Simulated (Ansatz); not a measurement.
The starting structures come from a database of crystals and need not be the phases stable at ambient conditions.

```yaml
crystal:
  lattice:
    - [3.68318, 0.00000, 0.00000]
    - [-1.84159, 3.18973, 0.00000]
    - [1.84159, 1.06324, 3.00730]
  atoms:
    - { symbol: Mg, position: [0.00000, 0.00000, 0.00000] }
    - { symbol: S, position: [0.00000, 0.50000, 0.50000] }
```

Space group of this cell: Fm-3m, rock salt. The cell is taken as given.

All values below come from r2SCAN (plane waves, PAW; Ansatz, a quantum-chemistry and plane-wave program).

The current runs along the normal of the first two printed vectors; no spin-orbit coupling. Scaled by the factor s: the length along the current (ions clamped). Meshes 12×12×12 and 12×12 across the current in all rows.

| s | mean pressure (GPa) | band gap (eV) |
|---|---|---|
| 0.97 | 2.3 | ? |
| 1.00 | -0.3 | 3.46 |
| 1.03 | -2.5 | 3.28 |

### Question
Take the slope of the band gap against ln s from the two given rows, extrapolate to s = 0.97, and say what the run there gives.

### Answer
Slope = (3.28 − 3.46) / ln 1.03 = -6.09 eV. The line gives 3.46 + (-6.09) × ln 0.97 = 3.65 eV. The run gives 3.31 eV, 0.34 eV under the line, 181 % of the predicted step.
